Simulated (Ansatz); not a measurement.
A self-consistent single point of Be₂Ag (R3m, 6 atoms in the cell) with Ansatz (a first-principles code).

Level of theory: LDA (PW92), default PAW files made with PBE (plane waves; Ansatz).

The change in words: lattice scaled by 0.98; basis.ecutwfc: 30.9 Ry → 54 Ry. Reference geometry:
```yaml
crystal:
  lattice:
    - [0.00000, 3.18048, 3.18048]
    - [3.18048, 0.00000, 3.18048]
    - [3.18048, 3.18048, 0.00000]
  atoms:
    - { symbol: Be, position: [0.62500, 0.62500, 0.12500] }
    - { symbol: Be, position: [0.62500, 0.12500, 0.62500] }
    - { symbol: Be, position: [0.62954, 0.62954, 0.62954] }
    - { symbol: Be, position: [0.12500, 0.62500, 0.62500] }
    - { symbol: Ag, position: [0.25000, 0.25000, 0.25000] }
    - { symbol: Ag, position: [0.00000, 0.00000, 0.00000] }
```

Reference input (self-consistent single point, DFT, LDA (PW92), plane waves, default PAW files made with PBE): basis.ecutwfc = 30.9 Ry; kpoints.mp_grid.grid = 9 9 9; hamiltonian.xc = lda; hamiltonian.pseudopotentials = {kind: paw} (the program's default PAW files); scf.occupations.method = fermi_dirac; scf.occupations.width = 0.0073 Ry. This run's input differs from it in these lines:

Ansatz 0.2 input:
```diff
@@ -3,5 +3,5 @@
   lattice:
-    - [0.00000000, 3.18048300, 3.18048300]
-    - [3.18048300, 0.00000000, 3.18048300]
-    - [3.18048300, 3.18048300, 0.00000000]
+    - [0.00000000, 3.11687300, 3.11687300]
+    - [3.11687300, 0.00000000, 3.11687300]
+    - [3.11687300, 3.11687300, 0.00000000]
   atoms:
@@ -14,3 +14,3 @@
 basis:
-  ecutwfc: 30.9 Ry
+  ecutwfc: 54.0 Ry
 kpoints:
```

Output, abridged:

```
SCF iter   1: F=—  HF=-15269.459764 eV  |F-HF|=—  |Δ(HF+E_count)|=         —  Δρ=9.31e-3  dr2=3.62e-2  ethr=1.77e-3  ⟨swp⟩=6.2  Hψ=11004  notcnv=0  defer=14
all-band conjugate gradients solve this SCF's bands
preconditioner: auto → Kerker (q_TF=auto, 2.606 Å⁻¹)
SCF iter   2: F=—  HF=-15269.449811 eV  |F-HF|=—  |Δ(HF+E_count)|=   9.95e-3  Δρ=3.08e-3  dr2=2.88e-3  ethr=7.86e-5  ⟨swp⟩=2.6  Hψ=4982  notcnv=0  defer=22
   [... lines left out ...]
SCF iter   4: F=—  HF=-15269.448877 eV  |F-HF|=—  |Δ(HF+E_count)|=   3.05e-4  Δρ=1.74e-4  dr2=3.02e-5  ethr=2.18e-6  ⟨swp⟩=2.0  Hψ=3474  notcnv=0  defer=22
SCF iter   5: F=—  HF=-15269.448870 eV  |F-HF|=—  |Δ(HF+E_count)|=   7.47e-6  Δρ=4.03e-5  dr2=8.42e-7  ethr=6.56e-8  ⟨swp⟩=2.0  Hψ=3669  notcnv=0  defer=22
SCF iter   6: F=—  HF=-15269.448869 eV  |F-HF|=—  |Δ(HF+E_count)|=   1.93e-7  Δρ=2.11e-5  dr2=2.37e-7  ethr=2.17e-10  ⟨swp⟩=7.4  Hψ=10727  notcnv=0
SCF iter   7: F=-15269.448869 eV  HF=-15269.448869 eV  |F-HF|=3.62e-9  |Δ(HF+E_count)|=   5.48e-8  Δρ=4.88e-6  dr2=1.03e-8  ethr=2.17e-10  ⟨swp⟩=4.0  Hψ=7748  notcnv=0
SCF 1 converged in 7 iterations: F = -15269.448869 eV  dr2 = 1.03e-8
Free energy (F): -15269.448869 eV
Internal energy: -15269.421982 eV  (E = F + TS)
E sigma→0 (E₀):  -15269.435426 eV
Entropy (-TS):   -0.026887 eV (-4.481 meV/atom)
Fermi energy:    14.416966 eV
--- Forces (eV/Å), atoms counted from 1 ---
  atom   1  Be     0.10057463     0.10057463     0.04696127
  atom   2  Be     0.10057463     0.04696127     0.10057463
  atom   3  Be    -0.30009771    -0.30009771    -0.30009771
  atom   4  Be     0.04696127     0.10057463     0.10057463
  atom   5  Ag     0.02572633     0.02572633     0.02572633
  atom   6  Ag     0.02625628     0.02625628     0.02625628
--- Stress (GPa, compression-positive) ---
        2.908550       0.034926       0.034926
        0.034926       2.908550       0.034926
        0.034926       0.034926       2.908550
  P = ⅓ Tr σ = 2.9085 GPa (29.085 kbar)
  The stress holds the Pulay correction. Without it, at fixed plane waves, as pw.x and ABINIT print it: P = 2.9070 GPa
```

The run converged in 7 iterations. Against the reference run the free energy goes down by 7.0 meV/atom, the pressure goes from -5.75 to 2.91 GPa and the largest force goes from 0.456 to 0.520 eV/Å.

The starting cell comes from a database of computed structures (which also holds hypothetical and non-ambient phases and stackings), without a prior relaxation at this level. Its lattice was rescaled by up to half a per cent. One atom was moved a little off its site on purpose. For this run, on top of that: lattice scaled by 0.98. Ansatz's pressure includes its estimate of the finite-basis (Pulay) stress.
